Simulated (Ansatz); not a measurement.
Inside the gap of an insulator the Bloch states are evanescent, with a wavenumber k + iκ along the transport direction.

Input:

```
CELL_PARAMETERS angstrom
      3.78254     0.00000     0.00000
      0.00000     9.61502     0.00000
      1.89127     4.80751     1.89127
ATOMIC_POSITIONS crystal
  Ti 0.00000 0.00000 0.00000
  Ti 0.50000 0.75000 0.00000
  O  0.50000 0.54285 0.00000
  O  0.00000 0.79285 0.00000
  O  0.00000 0.20715 0.00000
  O  0.50000 0.95715 0.00000
```

Space group of this cell: I4_1/amd, anatase. The cell is taken as given; by r2SCAN its mean pressure is -1.2 GPa.

Transport runs along the normal of the first two printed cell vectors, the (100) plane of the conventional cell.

The gap is the functional's own. No spin-orbit coupling. Mid-gap values are interpolated on the energy grid.

**Question.** Predict the band gap and the smallest decay constant κ at mid-gap from r2SCAN run with Ansatz (a first-principles code).

**Answer.** Gap 2.52 eV on a 16×16×16 mesh; κ = 0.289 1/Å, at the zone centre.
